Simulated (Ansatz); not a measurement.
## PBE against PBEsol: hypothetical cubic perovskite KMnBr3, uniaxial strain ε_yy = −2.77 %

Take KMnBr₃ in the cubic perovskite structure (space group Pm-3m, No. 221; a = 5.364 Å; ferromagnetic; a hypothetical phase, not in the database extracts checked) as the base. Axes: x, y, z lie along the cube axes.

(Cell as relaxed with PBE.)

Levels (all Ansatz, a quantum-chemistry and plane-wave program, PAW): PBE (420 eV, without spin-orbit coupling); PBEsol (420 eV, without spin-orbit coupling).

Each level relaxes its own structure.

| base | PBE | PBEsol |
|---|---|---|
| volume per atom | 30.87 Å³ | 29.02 Å³ |
| lattice parameter a | 10.137 bohr | 9.930 bohr |
| band gap | 0.88 eV | 0.60 eV |
| largest site moment | 4.44 μB | 4.37 μB |

One thing is altered: uniaxial strain ε_yy = −2.77 %, all other strain components held at zero, atoms relaxed at fixed cell.

```csv
quantity,PBE,PBEsol
shift of the gap caused by the change,-0.17 eV,(withheld)
band gap,0.72 eV,(withheld)
magnetic state,ferromagnetic,(withheld)
```

Problem. Predict the PBEsol column.

Solution. 
- shift of the gap caused by the change, PBEsol: -0.29 eV
- band gap, PBEsol: 0.31 eV
- magnetic state, PBEsol: ferromagnetic

PBE's shift of the gap caused by the change lies 0.12 eV above PBEsol's; PBE's band gap lies 0.403 eV above PBEsol's; the two agree on the magnetic state. Neither level is exact; PBEsol is the comparison here, not a measurement.

Whether these cells are dynamically stable was not tested. No Hubbard U is applied and the magnetic state is the run's own (KMnBr3 ferromagnetic); other magnetic orders, which need larger cells, were not tried and can change the gap. A gap here joins edges of opposite spin (a spin-flip gap). Many cubic perovskites are stable only at high temperature; tilts and polar distortions were not tested.
